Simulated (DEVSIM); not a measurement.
Structure: Co/Si3N4/p-GaAs capacitor, at 300 K.

Layer 1 from the left is Si3N4, thickness (nm) 14.0. Layer 2 from the left is GaAs, thickness (nm) 2500, Na (cm⁻³) 6.9e16.

Metal gate on the left, work function 5 eV. Fixed charge at the semiconductor interface 0 cm⁻² (in units of +e); interface traps 2e12 cm⁻² eV⁻¹, uniform in energy, neutral level at 0.5 of the gap above the valence band.

This is a model device: material constants are rounded textbook-type values typed into the input, and sizes, dopings and lifetimes were drawn at random. Values at 300 K.

Si3N4: gap (eV) 5.1, affinity (eV) 2.1, permittivity 7.5. GaAs: gap (eV) 1.424, affinity (eV) 4.07, permittivity 12.9, Nc (cm⁻³) 4.7e17, Nv (cm⁻³) 9e18.

Simulated with DEVSIM: 1D Poisson equation in equilibrium, Boltzmann statistics, complete ionisation; no quantum confinement or tunnelling. Metal contacts follow the ideal Schottky-Mott rule: no Fermi-level pinning, no interface dipoles.

Problem. What does the simulation give for the threshold voltage (band bending 2φF), the flat-band voltage?

Solution. threshold voltage (band bending 2φF) 1.70 V; flat-band voltage -0.76 V.
